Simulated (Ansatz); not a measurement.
Ansatz (an electronic-structure program), DFT, PBE, plane waves, its default PAW files: Cu(111) slab of 8 layers, 1x1, atoms displaced (Cu8), unrelaxed, 8 atoms. Basis and mesh were picked for this test and aren't claimed converged.

cell: 2.56, 2.56, 24.61 Å; 90, 90, 60°
distance to the nearest atom: 2.47 to 2.56 Å
task: single point
k mesh: 10×10×1
hamiltonian.xc: pbe
kind of files: paw
scf.occupations.method: gaussian
scf.occupations.width: 0.1 eV
scf.initial_density.chi_scale: 0.1
output.forces: true
binding of workers (--pin): off
k-point pools (--kpoint-pools): 1
memory maximum (--max-ram): 8GiB
accuracy: medium (default)
basis.precision: auto (default)
basis.xc_grid: 2 (default)
scf.eigensolver.kind: auto (default)
scf.convergence.dr2_threshold: 1e-07 (default)
scf.lower_state_search: light (default)
k-points after symmetry: 52
bands at the start: 85
electrons: 152
plane waves at Γ: 2789
cutoff (eV): 420
FFT grid: 18×18×180
symmetry operations: 1

Settings of this run: scf.mixing.algorithm = auto, scf.mixing.preconditioner = local_kerker, scf.algorithm = auto; 4 threads.

```
iteration  dr2 (eV)     Hψ
---------  --------  -----
1            3.89e1  15724
2            1.01e3  12124
3            8.17e1   9440
4            2.09e3   8529
5            2.73e1   8105
6            8.05e1   5849
7            7.47e0   7534
8            1.22e0   5826
9            6.96e0   9217
10           2.45e0   7998
11          8.21e-1   4497
12          1.73e-1   4761
13          2.92e-1   4977
14          4.88e-1   4698
15          2.08e-1   4526
16          1.24e-1   4292
17          1.01e-2   4417
18          6.76e-4   6010
19          1.34e-3   6128
20          3.83e-3   5846
21          2.81e-3   4336
22          5.25e-4   4247
23          8.22e-5   4345
24          2.63e-5   4679
25          2.81e-6   4967
26          3.12e-6   5527
27          1.19e-6   4233
28          5.31e-7   4288
29          5.49e-8  16013
```

It converged after 29 SCF iterations.

**Question.** Which change of one setting makes this cycle converge in far fewer steps?

**Answer.** Several could match; the one computed here: scf.mixing.preconditioner = auto (default) (16 SCF iterations) or scf.mixing.preconditioner = ldos (16 SCF iterations), all else kept. The other changes of this size gave: scf.mixing.preconditioner = none (27); scf.mixing.preconditioner = kerker_dos (41); scf.mixing.preconditioner = kerker (44). With more settings changed, the fewest of all runs of this system: scf.mixing.preconditioner = auto (default), scf.algorithm = direct_min (10). In that run the program took: scf.mixing.algorithm MSR1, scf.mixing.preconditioner LDOS, scf.eigensolver.kind band_cg, --slots 4. The first change moves the result by: energy under 0.001 meV/atom, forces (largest component) 0.052 meV/Å. Counts are of single runs.

Keys are those of Ansatz 0.2.
